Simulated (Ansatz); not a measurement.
Take SiO2 in the rutile structure (space group P4_2/mnm, No. 136; a = 4.236 Å, c = 2.690 Å) as the base.

(Cell as relaxed with PBE.)

Levels (all Ansatz, a first-principles code, PAW, earlier PAW set): PBE (420 eV, scalar-relativistic without spin-orbit coupling); r2SCAN (500 eV, scalar-relativistic without spin-orbit coupling).

Each level relaxes its own structure.

```csv
base,PBE,r2SCAN
volume per atom,8.04 Å³,7.79 Å³
lattice parameter a,4.236 Å,4.185 Å
band gap,5.05 eV,6.53 eV
```

Now apply this change: full substitution O → C, then cell and atoms are relaxed.

```csv
quantity,PBE,r2SCAN
shortest interatomic distance,1.884 Å,1.872 Å
c/a ratio,0.649,0.647
```

PBE's shortest interatomic distance lies 0.012 Å above r2SCAN's (0.6 %). Neither level is exact; r2SCAN is the comparison here, not a measurement.

No phonon test of stability was made. As relaxed here, SiC2 is a hypothetical phase, not in the database extracts checked. All final runs are without spin polarisation.
